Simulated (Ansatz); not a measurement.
Worked example: self-consistent single point of LuAu (P4mm, 2 atoms in the cell) in Ansatz (a quantum-chemistry and plane-wave program).

Level of theory: PBEsol, default PAW files made with PBE (plane waves; Ansatz).

The change in words: lattice scaled by 0.98; scf.occupations.width: 0.1 eV → 0.05 eV. Reference geometry:
```
CELL_PARAMETERS angstrom
      3.51413     0.00000     0.00000
      0.00000     3.51413     0.00000
      0.00000     0.00000     3.51413
ATOMIC_POSITIONS crystal
  Lu 0.50000 0.50000 0.51423
  Au 0.00000 0.00000 0.00000
```

Reference input (self-consistent single point, DFT, PBEsol, plane waves, default PAW files made with PBE): basis.ecutwfc = 420 eV; kpoints.mp_grid.grid = 9 9 9; hamiltonian.xc = pbesol; hamiltonian.pseudopotentials = {kind: paw} (the program's default PAW files); scf.occupations.method = fermi_dirac; scf.occupations.width = 0.1 eV. This run's input differs from it in these lines:

```diff
@@ -2,5 +2,5 @@
   lattice:
-    - [3.51413300, 0.00000000, 0.00000000]
-    - [0.00000000, 3.51413300, 0.00000000]
-    - [0.00000000, 0.00000000, 3.51413300]
+    - [3.44385000, 0.00000000, 0.00000000]
+    - [0.00000000, 3.44385000, 0.00000000]
+    - [0.00000000, 0.00000000, 3.44385000]
   atoms:
@@ -20,3 +20,3 @@
     method: fermi_dirac
-    width: 0.1
+    width: 0.05
 output:
```

Output, abridged:

```
SCF iter   1: F=—  HF=-27620.308411 eV  |F-HF|=—  |Δ(HF+E_count)|=         —  Δρ=5.33e-3  dr2=1.41e-2  ethr=1.77e-3  ⟨swp⟩=5.3  Hψ=10377  notcnv=0
all-band conjugate gradients solve this SCF's bands
preconditioner: auto → Kerker (q_TF=auto, 2.762 Å⁻¹)
SCF iter   2: F=—  HF=-27620.304478 eV  |F-HF|=—  |Δ(HF+E_count)|=   3.93e-3  Δρ=2.05e-3  dr2=1.75e-3  ethr=3.20e-5  ⟨swp⟩=2.5  Hψ=4614  notcnv=0
SCF iter   3: F=—  HF=-27620.304241 eV  |F-HF|=—  |Δ(HF+E_count)|=   2.37e-4  Δρ=1.05e-3  dr2=4.17e-4  ethr=3.98e-6  ⟨swp⟩=2.9  Hψ=4474  notcnv=0
SCF iter   4: F=—  HF=-27620.304007 eV  |F-HF|=—  |Δ(HF+E_count)|=   2.34e-4  Δρ=6.50e-4  dr2=1.12e-4  ethr=9.48e-7  ⟨swp⟩=3.5  Hψ=4539  notcnv=0
SCF iter   5: F=—  HF=-27620.303990 eV  |F-HF|=—  |Δ(HF+E_count)|=   1.66e-5  Δρ=1.61e-4  dr2=1.22e-5  ethr=2.55e-7  ⟨swp⟩=2.4  Hψ=3695  notcnv=0
SCF iter   6: F=—  HF=-27620.303984 eV  |F-HF|=—  |Δ(HF+E_count)|=   5.95e-6  Δρ=5.61e-5  dr2=9.62e-7  ethr=2.76e-8  ⟨swp⟩=2.4  Hψ=4111  notcnv=0
SCF iter   7: F=-27620.303984 eV  HF=-27620.303984 eV  |F-HF|=2.55e-8  |Δ(HF+E_count)|=   5.39e-8  Δρ=1.35e-5  dr2=4.44e-8  ethr=2.27e-10  ⟨swp⟩=7.5  Hψ=14024  notcnv=0
SCF 1 converged in 7 iterations: F = -27620.303984 eV  dr2 = 4.44e-8
Free energy (F): -27620.303984 eV
Internal energy: -27620.295195 eV  (E = F + TS)
E sigma→0 (E₀):  -27620.299590 eV
Entropy (-TS):   -0.008789 eV (-4.394 meV/atom)
Fermi energy:    18.930660 eV
--- Forces (eV/Å), atoms counted from 1 ---
  atom   1  Lu     0.00000000     0.00000000    -0.16042233
  atom   2  Au    -0.00000000     0.00000000     0.16041966
--- Stress (GPa, compression-positive) ---
        3.571142       0.000000      -0.000000
        0.000000       3.571142       0.000000
       -0.000000       0.000000       3.531896
  P = ⅓ Tr σ = 3.5581 GPa (35.581 kbar)
  The stress holds the Pulay correction. Without it, at fixed plane waves, as pw.x and ABINIT print it: P = 3.5015 GPa
```

The run converged in 7 iterations. Against the reference run the free energy goes up by 6.6 meV/atom, the pressure goes from -3.04 to 3.56 GPa and the largest force goes from 0.114 to 0.160 eV/Å.

The starting cell comes from a database of computed structures (which also holds hypothetical and non-ambient phases and stackings), without a prior relaxation at this level. Its lattice was rescaled by up to half a per cent. One atom was moved a little off its site on purpose. For this run, on top of that: lattice scaled by 0.98. With a pressure of about 4 GPa the cell is away from its equilibrium volume at this level. Ansatz's pressure includes its estimate of the finite-basis (Pulay) stress.

Keys are those of Ansatz 0.2.
